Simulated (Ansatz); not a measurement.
An Ansatz (a program for electronic structure) input (r2SCAN+rVV10/PAW in Ansatz, spin-orbit coupling left out):

Ansatz 0.2 input:
```yaml
crystal:
  lattice:
    - [1.8278734369, -5.5636490081, 0]
    - [1.8278734369, 5.5636490081, 0]
    - [0, 0, 4.6276099498]
  atoms:
    - { symbol: As, position: [0.3927178773, 0.6072821227, 0.5698058228] }
    - { symbol: As, position: [0.6072821227, 0.3927178773, 0.4301941772] }
    - { symbol: As, position: [0.8927178773, 0.1072821227, 0.9301941772] }
    - { symbol: As, position: [0.1072821227, 0.8927178773, 0.0698058228] }
basis: { ecutwfc: 500, ecutrho_ratio: 4, xc_grid: 4, fft_grid_basis: typed }
kpoints: { mp_grid: { grid: [10, 10, 7] } }
hamiltonian:
  xc: r2scan
  dispersion: rvv10
  pseudopotentials: { kind: paw }
scf: { occupations: { method: fermi_dirac, width: 0.05 }, convergence: { dr2_threshold: 0.0000000004 } }
output: { forces: true, stress: true }
checkpoint: { write: state.ck, write_every: 1000 }
```

**Question.** Which symmetry and how many k-points will the program report, and about how many plane waves at Γ?

**Answer.** Space group Cmce (ITA 64) with 8 operations, k-points 124 of 700, and 2407 plane waves at Γ.

Whether these cells are dynamically stable was not tested. The cell was made from P by this change: P → As; the result is a model cell. This is not the structure that As has at room temperature and ambient pressure.
